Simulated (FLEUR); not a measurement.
Worked example: self-consistent single point of MgS (Fm-3m, 2 atoms in the cell) in FLEUR.

Method: LDA (Perdew-Zunger), all-electron FLAPW (FLEUR), scalar-relativistic valence run with FLEUR.

```
MgS
1.0
    0.00000     2.61924     2.61924
    2.61924     0.00000     2.61924
    2.61924     2.61924     0.00000
Mg S
1 1
Direct
  0.00000   0.00000   0.00000
  0.50000   0.50000   0.50000
```

Reference input (self-consistent single point, DFT, PBE, all-electron FLAPW (FLEUR), scalar-relativistic valence): Kmax = 4.3 1/bohr; GmaxXC = 12.9 1/bohr; xcFunctional = pbe; jspins = 1; l_soc = F; mode = hist; fermiSmearingEnergy = 0.00073499 Htr; mesh (inpgen div1-3) = 7 7 7; inpgen gamma flag = false; Gmax = 12.9 1/bohr; numbands = 0; maxIterBroyd = 15. This run's input differs from it in these lines:

```diff
@@ -14,2 +14,3 @@
 &comp jspins=1 /
+&exco xctyp='pz' /
 &kpt div1=7 div2=7 div3=7 /
@@ -26,3 +27,3 @@
       <coreElectrons ctail="T" frcor="F" kcrel="0" coretail_lmax="0"/>
-      <xcFunctional name="pbe" relativisticCorrections="F"/>
+      <xcFunctional name="pz" relativisticCorrections="F"/>
       <magnetism jspins="1"/>
```

Log, with long lists cut:

```
 Iteration:     1   Distance:       7.53776862 me/bohr^3
 Iteration:     2   Distance:       6.79041430 me/bohr^3
 Iteration:     3   Distance:       2.83016954 me/bohr^3
 Iteration:     4   Distance:       0.93376249 me/bohr^3
 Iteration:     5   Distance:       0.49721450 me/bohr^3
   [... 4 lines left out ...]
 Iteration:    10   Distance:       0.00027360 me/bohr^3
 Iteration:    11   Distance:       0.00003428 me/bohr^3
 Iteration:    12   Distance:       0.00003433 me/bohr^3
 Iteration:    13   Distance:       0.00000267 me/bohr^3
 Run finished successfully
 Stop message:
   Structural relaxation: Done

[file out, last iteration]
             iter=     14
[...]
          total density-effective poten   -9.2532941674E+02
          total charge density-energy d   -4.0077508024E+01
 Updated energy parameters for spin:           1
[...]
 fermi energy and band-weighting factors:

[...]
FERMIE:
          first approx. to ef    (T=0)  :   0.158929 htr   (energy of the highest occ. eigenvalue)
          number of occ. states  (T=0)  :        160
          first approx. to seigv (T=0)  : -13.340206 htr
          sum of weights of occ. states :   8.000000
          sum of semicore charge        :   0.000000 e
FERHIS:  Fermi-Energy by histogram:
          bandgap                     :   0.100581 htr
   [... lines left out ...]
          charge neutrality (T=0)     :   0.000000    (zero if the highest occ. eigenvalue is "entirely" occupied)
 Direct bandgap for spin            1 :   0.12424731522423024       Htr
 ---->    free energy=                      -597.6325306570 htr
   [... lines left out ...]
      extrapolation for T->0
 ---->    total electron energy=            -597.6325306570 htr
 ***** TOTAL FORCES ON ATOMS *****
 TOTAL FORCE FOR ATOM TYPE=  1  X=  0.000   Y=  0.000   Z=  0.000
                       FX_TOT= 0.000000 FY_TOT= 0.000000 FZ_TOT= 0.000000
 TOTAL FORCE FOR ATOM TYPE=  2  X=  4.950   Y=  4.950   Z=  4.950
                       FX_TOT= 0.000000 FY_TOT= 0.000000 FZ_TOT= 0.000000
 Structural relaxation: Done
```

The run converged in 13 iterations. FLEUR gives forces in its relaxation mode, with a further iteration, so its stop message speaks of a relaxation. Against the reference run the gap on the mesh goes from 2.962 to 2.737 eV.

The starting cell comes from a database of computed structures (which also holds hypothetical and non-ambient phases and stackings), without a prior relaxation at this level. Its lattice was rescaled by a random factor within 2.5 % of one. Values depend on the basis (sphere radii, cutoffs, local orbitals), which need not be converged.
